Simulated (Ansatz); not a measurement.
We consider rock-salt LaTe, described by HSE06 (plane waves, PAW; Ansatz, a quantum-chemistry and plane-wave program).

Settings: plane-wave cutoff 460 eV, 8×8×8 k mesh, Fermi–Dirac smearing 0.05 eV, scalar-relativistic PAW data made under PBE.

Cell (relaxed at this level):

```yaml
crystal:
  lattice:
    - [0.00000, 3.22839, 3.22839]
    - [3.22839, 0.00000, 3.22839]
    - [3.22839, 3.22839, 0.00000]
  atoms:
    - { symbol: La, position: [0.00000, 0.00000, 0.00000] }
    - { symbol: Te, position: [0.50000, 0.50000, 0.50000] }
```

Give the computed bulk modulus and pressure derivative B′ of the bulk modulus.


- bulk modulus: 59.9 GPa
- pressure derivative B′ of the bulk modulus: 4.4

The run finds no gap.

Spin–orbit coupling is not included; it can open a gap where bands touch, and shift volumes and moduli.

Static lattice: no zero-point or thermal effects.

Cost on a shared machine: very roughly 30 core-minutes.
